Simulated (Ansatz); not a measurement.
Ansatz (an electronic-structure program) run on Ga (P1, 6 atoms in the cell): self-consistent single point.

Method: LDA (PW92), default PAW files made with PBE (plane waves; Ansatz).

```
Ga
1.0
   -2.99241     2.99241     2.99241
    2.99241    -2.99241     2.99241
    2.99241     2.99241    -2.99241
Ga
6
Direct
  0.24616   0.12495   0.86966
  0.87505   0.25112   0.13070
  0.74938   0.37593   0.62647
  0.63527   0.75547   0.38040
  0.11786   0.86889   0.24464
  0.37628   0.62362   0.74813
```

Reference input (self-consistent single point, DFT, LDA (PW92), plane waves, default PAW files made with PBE): kpoints.mp_grid.grid = 5 5 5; hamiltonian.xc = lda; hamiltonian.pseudopotentials = {kind: paw} (the program's default PAW files); scf.occupations.method = gaussian; scf.occupations.width = 0.01 Ry. This run's input differs from it in these lines:

Ansatz 0.2 input:
```diff
@@ -13,3 +13,3 @@
 kpoints:
-  mp_grid: { grid: [5, 5, 5] }
+  mp_grid: { grid: [5, 5, 5], shift: [0.5, 0.5, 0.5] }
 hamiltonian:
```

Output (repeated stretches shortened):

```
SCF iter   1: F=—  HF=-22241.700955 eV  |F-HF|=—  |Δ(HF+E_count)|=         —  Δρ=5.19e-3  dr2=1.05e-2  ethr=1.77e-3  ⟨swp⟩=6.2  Hψ=10462  notcnv=0
all-band conjugate gradients solve this SCF's bands
preconditioner: auto → Kerker (q_TF=auto, 2.588 Å⁻¹)
SCF iter   2: F=—  HF=-22241.693595 eV  |F-HF|=—  |Δ(HF+E_count)|=   7.36e-3  Δρ=3.10e-3  dr2=4.11e-3  ethr=1.35e-5  ⟨swp⟩=2.2  Hψ=5434  notcnv=0
   [... lines left out ...]
SCF iter   6: F=—  HF=-22241.692693 eV  |F-HF|=—  |Δ(HF+E_count)|=   1.92e-5  Δρ=4.11e-5  dr2=1.17e-6  ethr=3.17e-8  ⟨swp⟩=2.0  Hψ=4966  notcnv=0
SCF iter   7: F=—  HF=-22241.692693 eV  |F-HF|=—  |Δ(HF+E_count)|=   4.96e-7  Δρ=3.49e-5  dr2=5.71e-7  ethr=1.50e-9  ⟨swp⟩=2.0  Hψ=5254  notcnv=0
SCF iter   8: F=—  HF=-22241.692692 eV  |F-HF|=—  |Δ(HF+E_count)|=   2.40e-7  Δρ=1.95e-5  dr2=1.90e-7  ethr=7.32e-10  ⟨swp⟩=2.0  Hψ=4649  notcnv=0
SCF iter   9: F=-22241.692692 eV  HF=-22241.692692 eV  |F-HF|=1.53e-8  |Δ(HF+E_count)|=   1.25e-7  Δρ=3.96e-6  dr2=8.19e-9  ethr=1.28e-10  ⟨swp⟩=7.8  Hψ=12339  notcnv=0
SCF 1 converged in 9 iterations: F = -22241.692692 eV  dr2 = 8.19e-9
Free energy (F): -22241.692692 eV
Internal energy: -22241.659773 eV  (E = F + TS)
E sigma→0 (E₀):  -22241.676232 eV
Entropy (-TS):   -0.032920 eV (-5.487 meV/atom)
Fermi energy:    9.939428 eV
--- Forces (eV/Å), atoms counted from 1 ---
  atom   1  Ga     0.06035778     0.12517986     0.02306891
  atom   2  Ga    -0.04210638    -0.03749597    -0.01198591
  atom   3  Ga    -0.04348469    -0.00466028    -0.06163222
  atom   4  Ga     0.02257305    -0.14676533    -0.10881352
  atom   5  Ga    -0.06243346     0.06407184     0.14365799
  atom   6  Ga     0.06509386    -0.00033015     0.01570486
--- Stress (GPa, compression-positive) ---
       -2.768987       0.032635       0.025859
        0.032635      -2.769796       0.035516
        0.025859       0.035516      -2.760954
  P = ⅓ Tr σ = -2.7666 GPa (-27.666 kbar)
  The stress holds the Pulay correction. Without it, at fixed plane waves, as pw.x and ABINIT print it: P = -2.7971 GPa
```

The run converged in 9 iterations. Against the reference run the free energy goes down by 31.2 meV/atom, the pressure goes from -3.28 to -2.77 GPa and the largest force goes from 0.160 to 0.184 eV/Å.

The starting cell comes from a database of computed structures (which also holds hypothetical and non-ambient phases and stackings), without a prior relaxation at this level. Its atoms were displaced at random from the sites of space group no. 220. Ansatz's pressure includes its estimate of the finite-basis (Pulay) stress.
